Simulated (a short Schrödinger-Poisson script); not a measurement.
## Symmetric double-gate stack, SiO2 on p-type Ge(111)

System: symmetric double-gate stack, SiO2 on p-type Ge(111), at 400 K.

| layer | material | thickness (nm) | Na (cm⁻³) |
|---|---|---|---|
| 1 | SiO2 | 3.7 | - |
| 2 | Ge | 10 | 2e18 |
| 3 | SiO2 | 3.7 | - |

Constants are typed, rounded textbook-type inputs, not results; the design itself was drawn at random and stands for no fabricated device. SiO2: permittivity 3.9, conduction-band edge (eV) 3.1, gap (eV) 9, electron mass (mₑ) 0.5. Ge: permittivity 16, conduction-band edge (eV) 0, gap (eV) 0.664, Nv at 300 K (cm⁻³) 6e18.

Channel valleys (confinement mass, in-plane density-of-states mass, number): L1 1.59, 0.08, 1; L3 0.09, 0.34, 3. At the gates, both at one voltage, the conduction-band edge of layer 1 lies 3.45 eV − eVg above the Fermi level of the channel. Gaps are held at their typed values at every temperature. Mesh 0.03 nm at interfaces.

Solved with a short Schrödinger-Poisson script written for these runs: 1D Poisson equation in equilibrium, electrons quantum, Hartree (BenDaniel-Duke, 12 states a valley, the channel's in-plane mass for all, wave functions free to enter the dielectric), parabolic valleys, classical holes, full ionisation, no traps, pinning or gate leakage.

```
Vg (V)  electrons (cm⁻²)  C (μF/cm²)  L1 E0 (meV)  L1 E1 (meV)  L3 E0 (meV)  L3 E1 (meV)
------  ----------------  ----------  -----------  -----------  -----------  -----------
0                 2.22e6       0.519        531.0        534.2        559.0        646.6
0.15              1.09e8      0.0158        396.7        399.7        425.0        512.0
0.3               8.19e9      0.0379        247.9        250.8        276.1        363.1
0.45             2.86e11       0.733        125.0        127.5        153.6        239.7
0.6              1.28e12        1.28         71.3         72.4        102.0        184.9
0.75             2.57e12        1.45         43.5         43.9         78.2        157.3
0.9              3.97e12        1.52         23.8         24.0         63.5        139.0
1.05             5.41e12        1.56          8.0          8.1         52.9        125.0
1.2              6.89e12        1.59         -5.6         -5.6         44.8        113.7
1.35             8.39e12        1.61        -17.7        -17.7         38.1        104.1
1.5              9.91e12        1.63        -28.7        -28.7         32.3         95.6
1.65             1.14e13        1.64        -38.9        -38.9         27.3         88.1
1.8              1.30e13        1.65        -48.4        -48.4         22.9         81.2
1.95             1.45e13        1.66        -57.5        -57.5         18.8         74.9
2.1              1.61e13        1.67        -66.1        -66.1         15.1         69.0
2.25             1.77e13        1.68        -74.3        -74.3         11.7         63.5
2.4              1.92e13        1.68        -82.2        -82.2          8.4         58.4
2.55             2.08e13        1.69        -89.8        -89.8          5.4         53.5
```

Gate voltages with under 1e6 electrons/cm² are left out.

Subbands count from the Fermi level. The capacitance is that of both gates.

Only the L valleys are kept; under strong confinement the Δ valleys of Ge fill too.
